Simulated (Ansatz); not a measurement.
Abridged Ansatz (an electronic-structure program) output:

```
Pseudopotential: Zr, paw, valence charge 12
Pseudopotential: Se, paw, valence charge 16
Crystal: 3 atoms, lattice volume = 72.872 Å³
Basis set: ecut = 420 eV, 1413 PW (Γ), exchange–correlation on 50×50×90 points (8 copies of the dense FFT grid, shifted against one another)
Bands: 26, of which v1, the nominal top of the filled ones, is band 22 counted from 1 (21 counted from 0)
Symmetry: 12 space group operations
k-points: 168 of 1568
Functional: x = pbe(κ = 0.804, μ = 0.2195149727645171), c = pbe(β = 0.06672455060314922)
SCF iter   1: F=—  HF=-15127.219070 eV  |F-HF|=—  |Δ(HF+E_count)|=         —  Δρ=1.22e-3  dr2=1.57e-3  ethr=1.77e-3  ⟨swp⟩=5.7  Hψ=16930  notcnv=0
SCF iter   2: F=—  HF=-15127.219131 eV  |F-HF|=—  |Δ(HF+E_count)|=   6.13e-5  Δρ=6.83e-4  dr2=3.22e-4  ethr=3.56e-6  ⟨swp⟩=2.0  Hψ=7751  notcnv=0
SCF 1 converged in 9 iterations: F = -15127.219273 eV  dr2 = 1.97e-10
SCF converged after 9 iterations
Free energy (F): -15127.219273 eV
Internal energy: -15127.217906 eV  (E = F + TS)
E sigma→0 (E₀):  -15127.218590 eV
Entropy (-TS):   -0.001367 eV (-0.456 meV/atom)
Fermi energy:    9.758663 eV
  E_disp       = -1.219007  (pairwise vdW)
--- Forces (eV/Å), atoms counted from 1 ---
  atom   1  Zr    -0.00000000     0.00000000     0.00000000
  atom   2  Se     0.00000000     0.00000000    -0.00041960
  atom   3  Se     0.00000000    -0.00000000     0.00041960
--- Stress (GPa, compression-positive) ---
        0.001844      -0.000000       0.000000
       -0.000000       0.001844      -0.000000
       -0.000000      -0.000000       0.003394
  P = ⅓ Tr σ = 0.0024 GPa (0.024 kbar)
```

Problem. What was computed, and what are the main results?

Solution. ZrSe2, 3 atoms in the cell, with PBE-D3(BJ) (Ansatz; PAW; 420 eV plane waves; without spin-orbit coupling). The last SCF converged to F = -15127.219273 eV, or -5042.4064 eV per atom, at a pressure of 0.00 GPa. The total energy compares only with runs of the same code, potentials and settings.

Whether these cells are dynamically stable was not tested. The final runs are not spin-polarised. The cell is ZrSe2 in the CdI2 type structure (space group P-3m1, No. 164; layered, stacked along the Cartesian z axis).
